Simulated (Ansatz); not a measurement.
Start from PbS in the rock salt structure (space group Fm-3m, No. 225; a = 5.903 Å). Axes: x, y, z lie along the cube axes.

The change: uniaxial stress, 1 GPa compression along x, with the cell and atoms free to relax against it.

Levels (all Ansatz, an electronic-structure program, PAW, earlier PAW set): PBEsol (420 eV, no spin-orbit coupling); r2SCAN (500 eV, no spin-orbit coupling); HSE06 (420 eV, no spin-orbit coupling).

At the geometry relaxed with PBEsol, these levels gave the following band gaps, in shuffled order: (a) 0.70 eV, (b) 0.18 eV, (c) 0.54 eV.

Match each gap to its level.

(a) HSE06; (b) PBEsol; (c) r2SCAN.

Single points use the geometry relaxed with PBEsol. The hybrid gap comes from the SCF mesh plus the semilocal run's edge points and a few special points and is an upper bound. Spin-orbit coupling, missing from the scalar runs, can matter with Pb. Load acts through the strain it causes; cell and atoms are relaxed under it. Stability under load was not tested beyond the relaxation. A zero or small gap of PbS can be the functional's error rather than a property of the material.
